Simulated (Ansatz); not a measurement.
# hcp Zr (0 0 1) on wurtzite ZnO (0 0 1) (film strained to the substrate, faces as cut)

A periodic stack without vacuum, hcp Zr (0 0 1) on wurtzite ZnO (0 0 1) (film strained to the substrate, faces as cut): substrate slab Zn6O6, film Zr4, surface cells [[-1, -1], [0, -1]] and [[0, 1], [-1, 0]], film strained by +1.5 and +1.5 %, faces Zn/O and Zr/Zr as cut (like faces can put a slab off its formula).

The start was prepared with a machine-learned potential, and the result is one local minimum, with the in-plane cell held and forces under 0.04 eV/Å; the film can end far from its bulk form.

Calculation: PBE (plane waves to 420 eV, PAW; Ansatz, an electronic-structure program). Scalar-relativistic, without spin–orbit coupling; the runs are not spin-polarised; PBE gaps are too small against experiment. Its k-point mesh 11×11×1, Fermi–Dirac width 0.05 eV.

- interface area: 9.3 Å²
- period: 26.24 Å
- gaps between the outermost planes at the two interfaces: 1.12 and 2.22 Å
- Zn–Zr contacts across the interfaces within 1.22 times the sum of covalent radii: 3, mean 2.92 Å
- O–Zr contacts across the interfaces within 1.22 times the sum of covalent radii: 3, mean 2.20 Å

```xyz
16
Lattice="3.2796 -0.0005 0.0227 1.6398 2.8397 0.0486 1.3991 0.5891 26.2632" Properties=species:S:1:pos:R:3 pbc="T T T"
Zn     1.7377     1.2557     0.9737
Zn     3.3552     2.1733     3.6459
O      1.7215     1.2351     2.9495
O      3.3327     2.1506     5.6344
Zn     1.6874     1.1959     6.2742
Zn     3.3113     2.0997     8.9406
O      1.6761     1.1619     8.2763
O      3.3003     2.0607    10.9582
Zn     1.6560     1.1057    11.5521
Zn     3.2750     2.0043    14.2044
O      1.6392     1.0667    13.5851
O      3.2494     1.9718    16.2561
Zr     1.6028     2.9022    17.3764
Zr     4.8656     0.9705    19.9263
Zr     3.1793     1.9027    22.5188
Zr     4.8001     0.9213    25.0163
```
